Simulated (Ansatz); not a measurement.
Reference: InP (F-43m), r2SCAN with spin-orbit coupling, rigid bands (plane waves, PAW; Ansatz, a first-principles code); axes and stresses refer to this cell.

```yaml
crystal:
  lattice:
    - [0.00000, 2.93899, 2.93899]
    - [2.93899, 0.00000, 2.93899]
    - [2.93899, 2.93899, 0.00000]
  atoms:
    - { symbol: In, position: [0.00000, 0.00000, 0.00000] }
    - { symbol: P, position: [0.25000, 0.25000, 0.25000] }
```

The Seebeck coefficient, p-type 1e19 cm⁻³ is 320 μV/K, the electron conductivity mass comes out as 0.089 mₑ and the band gap is 1.09 eV.

After one change the values are Seebeck coefficient, p-type 1e19 cm⁻³ 234 μV/K; electron conductivity mass 0.078 mₑ; band gap 0.73 eV. Which change was made?
(A) uniaxial stress along [110] of -3 GPa (compression positive)
(B) uniaxial stress along [110] of -5 GPa (compression positive)
(C) uniaxial stress along [001] of -1 GPa (compression positive)
(D) biaxial stress in (110) of 2 GPa (compression positive)

B, uniaxial stress along [110] of -5 GPa (compression positive)

Masses are for dilute carriers at 300 K, harmonic means over directions unless an axis is named. Seebeck coefficients are for the stated density at 300 K, with one relaxation time for all states and whether or not that doping can be reached. Stresses and pressures are the targets of the relaxation.  The structure type is held under load, also where the real crystal would transform.
